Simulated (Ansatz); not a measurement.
## CsCl-type AuZn (cubic form, which distorts at low temperature)

These are LC-ωPBE in Ansatz (PAW) values and carry that method's errors.

Settings: plane-wave cutoff 460 eV, 8×8×8 k mesh, Fermi–Dirac smearing 0.05 eV, scalar-relativistic PAW data made under PBE.

Cell (relaxed at this level):

```xyz
2
Lattice="3.1224 0.0000 0.0000 0.0000 3.1224 0.0000 0.0000 0.0000 3.1224" Properties=species:S:1:pos:R:3 pbc="T T T"
Zn     1.5612     1.5612     1.5612
Au     0.0000     0.0000     0.0000
```

| Property | Result |
|---|---|
| bulk modulus B0 | 155 GPa |
| pressure derivative B′ of the bulk modulus | 5.2 |

Measured, for comparison: bulk modulus 131 GPa (temperature not stated, no zero-point or thermal correction; as tabulated in Nepal et al. (2020), arXiv:2007.11150). Computed (rounded) less measured: bulk modulus +18 %.

Note: symmetry holds this phase in the static calculation, where it need not be a minimum.

Spin–orbit coupling is not included; it can shift volumes and moduli of such heavy elements.

Static lattice: no zero-point or thermal effects.

Ansatz is a first-principles code.
